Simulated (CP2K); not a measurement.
Band structure of MgCd2 (Cmcm, 6 atoms in the cell).

```yaml
crystal:
  lattice:
    - [8.21953, 0.00000, 0.00000]
    - [-7.62525, 3.06859, 0.00000]
    - [0.00000, 0.00000, 5.03348]
  atoms:
    - { symbol: Mg, position: [0.44244, 0.55756, 0.25000] }
    - { symbol: Mg, position: [0.55756, 0.44244, 0.75000] }
    - { symbol: Cd, position: [0.10823, 0.89177, 0.25000] }
    - { symbol: Cd, position: [0.89177, 0.10823, 0.75000] }
    - { symbol: Cd, position: [0.77903, 0.22097, 0.25000] }
    - { symbol: Cd, position: [0.22097, 0.77903, 0.75000] }
```

Method of the run: PBEsol, GPW, DZVP-MOLOPT-SR-GTH basis, GTH-PBE potentials (GTH_POTENTIALS) (CP2K).

Settings: CUTOFF = 1000 Ry; REL_CUTOFF = 50 Ry; SMEAR/METHOD = GAUSSIAN; SIGMA = 0.05 eV; KPOINTS/SCHEME = MONKHORST-PACK 5 5 3; XC_FUNCTIONAL = PBE:PBESOL; Mg/BASIS_SET = DZVP-MOLOPT-SR-GTH-q10; Mg/POTENTIAL = GTH-PBE-q10; Cd/BASIS_SET = DZVP-MOLOPT-SR-GTH-q12; Cd/POTENTIAL = GTH-PBE-q12; METHOD = GPW; EPS_DEFAULT = 1e-10; EXTRAPOLATION = USE_GUESS; NGRIDS = 5.

The starting cell comes from a database of computed structures (which also holds hypothetical and non-ambient phases and stackings), without a prior relaxation at this level. Values carry the incompleteness of an atom-centred basis. The potentials were made for another functional than the one used.

Levels in eV from the Fermi level, bands 31 to 36:
```
point     31     32     33     34     35     36
-----  -----  -----  -----  -----  -----  -----
Γ      -5.84  -2.36  -1.34   0.49   0.61   0.76
X      -3.65  -1.39  -1.18   0.87   1.34   1.90
S      -2.83  -2.58  -0.29  -0.14   1.86   2.25
R      -2.27  -2.27  -1.72  -1.72  -0.53  -0.53
A      -2.37  -2.37  -1.99  -1.99   0.00   0.00
Z      -4.38  -4.38  -4.08  -4.08   3.40   3.40
Y      -2.80  -2.79  -1.67  -1.38  -0.68  -0.48
X1     -3.65  -1.39  -1.18   0.87   1.34   1.90
A1     -2.37  -2.37  -1.99  -1.99   0.00   0.00
T      -5.95  -5.95  -1.66  -1.66  -0.26  -0.26
```

Bands cross the Fermi level along this path, so the cell is metallic at this level.

Higher empty bands are left out: an atom-centred basis made for the valence describes them poorly.
